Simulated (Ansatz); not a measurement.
Results of HSE06 (Ansatz, an electronic-structure program, PAW) for Ta2O5 (Pmmn, No. 59, 14 atoms in the cell; start mp-1539317).

Run with plane-wave cutoff 500 eV, 6×2×6 k mesh (along the axes of the cell as run), gaussian smearing 0.02 eV, scalar-relativistic PAW data made under PBE.

Cell (relaxed with r²SCAN):

```
Ta2O5
1.0
    3.83614     0.00000     0.00000
    0.00000    13.00411     0.00000
    0.00000     0.00000     3.87617
Ta O
4 10
Cartesian
  0.00000   1.89751   0.11557
  0.00000  11.10660   0.11557
  1.91807   4.60454   3.76060
  1.91807   8.39957   3.76060
  1.91807   2.40762   0.01048
  1.91807  10.59650   0.01048
  0.00000   4.09444   3.86569
  0.00000   8.90967   3.86569
  0.00000  11.06368   1.97471
  0.00000   1.94043   1.97471
  1.91807   8.44249   1.90146
  1.91807   4.56162   1.90146
  1.91807   6.50206   3.85219
  0.00000   0.00000   0.02398
```

Task: Estimate the band gap that the calculation returns.

Result: 
- band gap: 3.85 eV (on the SCF k mesh)

Note: cell and atoms aren't relaxed at this level (largest force component 0.11 eV/Å, pressure -1.0 GPa).

Spin–orbit coupling is not included.

Computed values are for the static lattice.

The result took roughly 16 core-minutes.

A start named mp-… is a Materials Project structure, which need not be a measured phase.
